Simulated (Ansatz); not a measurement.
Start from Re in the hcp (Mg type) structure (space group P6_3/mmc, No. 194; a = 2.752 Å, c = 4.440 Å; relaxed with 0.1 eV smearing). Axes: x lies along a and z along c of the hexagonal cell.

Computed with PBEsol (Ansatz, a program for electronic structure), no spin-orbit coupling.

Perturbation: uniaxial strain ε_zz = −3.00 %, all other strain components held at zero, atoms relaxed at fixed cell.

### Question
Predict the stress tensor and what it implies for the stiffness.

### Answer
Stress of the strained cell less that of the base (GPa, compression positive):
```
    8.1     0.0     0.0
    0.0     8.1     0.0
    0.0     0.0    23.2
```

Then −Δσ_ii/ε with ε = -0.0300 gives secant stiffness values (nonlinear terms included at this strain): C33 ≈ 772 GPa, C13 ≈ 271 GPa and C23 ≈ 271 GPa.

As a check, the harmonic strain energy −½ V₀ Δσ:ε is 32 meV/atom; the computed energy rise is 31 meV/atom.

No phonon test of stability was made. All final runs are without spin polarisation.
